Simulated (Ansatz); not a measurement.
Data:

```
CELL_PARAMETERS angstrom
      0.00000     2.08236     2.08236
      2.08236     0.00000     2.08236
      2.08236     2.08236     0.00000
ATOMIC_POSITIONS crystal
  Mg 0.00000 0.00000 0.00000
  O  0.50000 0.50000 0.50000
```

Method: r2SCAN, rigid bands (plane waves, PAW, scalar-relativistic; Ansatz, a quantum-chemistry and plane-wave program). Condition of this run: hydrostatic pressure of 6 GPa (compression positive) (the target of the relaxation). Cell: cell and atoms relaxed with PBEsol, then loaded as said.

Problem. Predict the electron conductivity mass (n e² τ/σ) at 300 K, by direction if it differs.

Solution. 0.38 mₑ.

Problem. Predict the hole conductivity mass (n e² τ/σ) at 300 K, by direction if it differs.

Solution. 2.2 mₑ.

Problem. And the band gap?

Solution. 5.98 eV at this level; semilocal functionals usually fall short of the measured gap.

Rigid bands, one relaxation time for all states, no polarons. Spin-orbit coupling is left out. Geometry: cell and atoms relaxed with PBEsol.
